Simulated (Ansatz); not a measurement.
## GaN: pressure series

The reference is GaN in the zinc blende structure (space group F-43m, No. 216; a = 4.5485 Å).

Cell and atoms are relaxed at each pressure.

Method: plane-wave PAW DFT at the PBE level (Ansatz, a program for electronic structure, 420 eV), no spin-orbit coupling.

Candidates:
(a) pressure 0.9 GPa
(b) pressure 30 GPa
(c) pressure −2 GPa
(d) pressure 15 GPa

For the base:

```
Quantity   Result
--------  -------
Band gap  1.54 eV
```

Q: Order them by band gap, highest first.

A: (b) pressure 30 GPa (2.38 eV), (d) pressure 15 GPa (2.01 eV), (a) pressure 0.9 GPa (1.57 eV), (c) pressure −2 GPa (1.46 eV)

Load acts through the strain it causes; cell and atoms are relaxed under it. No phonon test of stability was made. Tetrahedral semiconductors of this kind turn to denser phases somewhere between about 1 and 50 GPa; those were not computed, so compressed cells here can lie past the real transition. This is not the structure that GaN has at room temperature and ambient pressure.
